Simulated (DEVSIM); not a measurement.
Structure: double heterostructure, GaAs between p- and n-type In0.49Ga0.51P, at 300 K.

Layer 1 from the left is In0.49Ga0.51P, thickness (μm) 0.540, Nd (cm⁻³) 1.6e17, τn (s) 1.3e-8, τp (s) 1.3e-8. Layer 2 from the left is GaAs, thickness (μm) 0.210, Na (cm⁻³) 1.6e15, τn (s) 1.3e-8, τp (s) 1.3e-8. Layer 3 from the left is In0.49Ga0.51P, thickness (μm) 0.640, Na (cm⁻³) 4e17, τn (s) 1.3e-8, τp (s) 1.3e-8.

Left contact: ohmic. Right contact: ohmic. Voltage is applied to the left contact. Recombination: SRH at mid-gap, radiative, Auger. Mobility is μmin + (μ − μmin)/(1 + (N/Nref)^α).

Constants are typed, rounded textbook-type inputs, not results; the design itself was drawn at random and stands for no fabricated device. Values at 300 K.

In0.49Ga0.51P: gap (eV) 1.89, affinity (eV) 4, permittivity 11.8, Nc (cm⁻³) 9e17, Nv (cm⁻³) 1.3e19, μn (cm²/Vs) 1500, μp (cm²/Vs) 80, μn,min 400, μp,min 15, Nref,n 2e16, Nref,p 1.5e17, αn 0.7, αp 0.8, B (cm³/s) 1e-10, Cn (cm⁶/s) 3e-30, Cp (cm⁶/s) 3e-30. GaAs: gap (eV) 1.424, affinity (eV) 4.07, permittivity 12.9, Nc (cm⁻³) 4.7e17, Nv (cm⁻³) 9e18, μn (cm²/Vs) 8500, μp (cm²/Vs) 400, μn,min 500, μp,min 20, Nref,n 6e16, Nref,p 1.5e17, αn 0.39, αp 0.38, B (cm³/s) 2e-10, Cn (cm⁶/s) 1e-30, Cp (cm⁶/s) 1e-30.

Model (solved in DEVSIM): 1D drift-diffusion, Boltzmann statistics, complete ionisation; no tunnelling, impact ionisation, image-force lowering or self-heating. Band offsets follow the typed affinities; no thermionic-emission limit at abrupt steps, no polarisation charge.

**Question.** What does the simulation give for the potential step across the device at zero bias, the dark forward voltage at 100 A/cm², the dark forward voltage at 1 A/cm²?

**Answer.** potential step across the device at zero bias 1.755 V; dark forward voltage at 100 A/cm² 1.453 V; dark forward voltage at 1 A/cm² 1.164 V.
